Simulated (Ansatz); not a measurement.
Base system: MoS2 (space group P6_3/mmc, No. 194; a = 3.1090 Å, c = 11.7090 Å; layered, stacked along the Cartesian z axis). Axes: x lies along a and z along c of the hexagonal cell.

All numbers come from PBEsol-D3(BJ) in Ansatz (plane waves to 420 eV, PAW, spin-orbit coupling left out).

For the base:

```
Item                                  Result
---------------------  ---------------------
Volume per atom                     16.34 Å³
Valence-band top at Γ  0.00, -0.96, -1.60 eV
Band gap                             0.52 eV
```

One thing is altered: tensile biaxial strain of 0.60 % in the plane normal to [001], as in epitaxy on a mismatched substrate; the out-of-plane cell vector and the atoms relax.

**Question.** Estimate the effect on the volume per atom.

**Answer.** The volume per atom rises by 0.16 Å³, from 16.34 Å³ to 16.50 Å³.

**Question.** Estimate the effect on the valence-band top at Γ.

**Answer.** The valence-band top at Γ (three highest levels, from the VBM) becomes 0.00, -0.94, -1.55 eV (base: 0.00, -0.96, -1.60 eV).

**Question.** What happens to the band gap?

**Answer.** The band gap remains 0.52 eV.

Stability against distortions was not tested.

Ansatz is a quantum-chemistry and plane-wave program.
